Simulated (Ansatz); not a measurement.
## Band gap of rock-salt alkali halides: r2SCAN against PBEsol

Ansatz (plane waves, PAW); cells keep the symmetry of their structure type. Ansatz (a quantum-chemistry and plane-wave program) is a plane-wave DFT program; potentials: the later of its two PAW sets. No spin-orbit coupling. PBEsol gaps are read at band edges searched over the zone in cells relaxed at that level, r2SCAN gaps at band edges searched over the zone in cells relaxed at that level. The two cells differ, so the slope holds a volume effect too.

Here x stands for PBEsol gap and y for r2SCAN gap.

```csv
solid,PBEsol gap (eV),r2SCAN gap (eV)
NaI,3.59,4.45
KI,3.87,4.58
KBr,4.34,5.07
NaCl,5.01,?
KCl,5.10,5.83
KF,6.15,6.91
NaF,6.20,7.28
LiCl,6.35,7.29
LiF,9.05,10.33
```

Fit y of the 8 rows that show it with a straight line. With u = x - 5.6, the rows have u = -2.0100, -1.7300, -1.2600, -0.5000, 0.5500, 0.6000, 0.7500, 3.4500. Means: u -0.018750, y 6.468. About the means, the sum of products is 24.074 and the sum of squares of u is 21.995; the slope is their ratio. Least squares gives y = 6.488 + 1.0945·u. Residuals (row less fit): 0.162, -0.015, -0.039, -0.111, -0.180, 0.135, -0.019, 0.066; standard error 0.126 (degrees of freedom: 6). The slope is 1.09 with a standard error of 0.027.

Task: Estimate the missing y (x = 5.01); what did the run itself give?

Result: u = -0.5900, so y = 6.488 + 1.0945 × (-0.5900) = 5.842 eV. The calculation gives 5.97 eV, 0.128 eV above the prediction (2.2 % of the range of y in the table). The row lies between fitted rows. From the scatter of the fitted rows alone, a prediction at this place has a standard error of 0.135 eV, so the miss is 0.9 times that.

Spin-orbit coupling is left out, which can shift this property for NaI, KI, KBr. The rows are a random draw from the solids of this series computed here; series whose standard error about the line passes 12 to 30 % of the range of y, or with no trend, aren't shown in this form.
